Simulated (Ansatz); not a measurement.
O on the 1x1 (0001) surface of hcp Zr, one in a 2x2 cell: adsorption energies (eV for each) against ½ O2(g) in Ansatz (plane waves, PAW). Structures relaxed with PBE; the other functionals are single points on them, with slab and gas at the same level. No dispersion, zero-point or thermal terms. Rows are starts at which the adsorbate stayed; left out, since it moved away, changed or didn't bind there, or the run didn't converge: bridge Zr-Zr (span 3.2 Å).

Slab: 17 atoms, 7.6 Å thick at the start under the adsorbate (thin: gaps and levels are the slab's own); k 5x5x1, smearing 0.1 eV, dipole-corrected; 8 atoms held, the rest relaxed; each run with such symmetry as its start has; spin where the adsorbate may keep a moment, no spin-orbit, no U, no dispersion correction.

```
site                                      PBE   RPBE  r2SCAN
--------------------------------------  -----  -----  ------
top Zr                                  -3.14  -3.04       …
hollow Zr-Zr-Zr                         -5.81  -5.56       …
hollow Zr-Zr-Zr over Zr at depth 2.4 Å  -5.53  -5.30       …
```

**Question.** What belongs in the gaps?

**Answer.** 
- top Zr, r2SCAN: -3.41
- hollow Zr-Zr-Zr, r2SCAN: -6.27
- hollow Zr-Zr-Zr over Zr at depth 2.4 Å, r2SCAN: -5.93

RPBE moves the energies by 0.19 eV on average against PBE and puts 'hollow Zr-Zr-Zr' lowest, as PBE does. r2SCAN moves the energies by -0.38 eV on average against PBE and puts 'hollow Zr-Zr-Zr' lowest, as PBE does.

Ansatz is a program for electronic structure.
